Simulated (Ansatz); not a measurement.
The parent structure is KF in the rock salt structure (space group Fm-3m, No. 225; a = 5.307 Å). Axes: x, y, z lie along the cube axes.

Computed with PBEsol in Ansatz (plane waves to 420 eV, PAW, no SOC).

For the base:

The shortest interatomic distance is 2.653 Å. The band gap is 6.15 eV.

Now apply this change: biaxial strain +2.08 %, plane normal [111], relaxed out of plane (Cartesian); in-plane vectors clamped, the third vector and the atoms free.

Question: What happens to the ratio −ε⊥/ε∥?

Answer: The ratio −ε⊥/ε∥ is 0.95.

Question: Estimate the effect on the energy relative to the base.

Answer: The energy goes up by 2.6 meV/atom.

Question: Predict the new shortest interatomic distance.

Answer: The shortest interatomic distance grows by 0.020 Å to 2.673 Å.

Question: Estimate the effect on the band gap.

Answer: The band gap shrinks by 0.14 eV to 6.01 eV.

Whether these cells are dynamically stable was not tested.

Ansatz is a program for electronic structure.
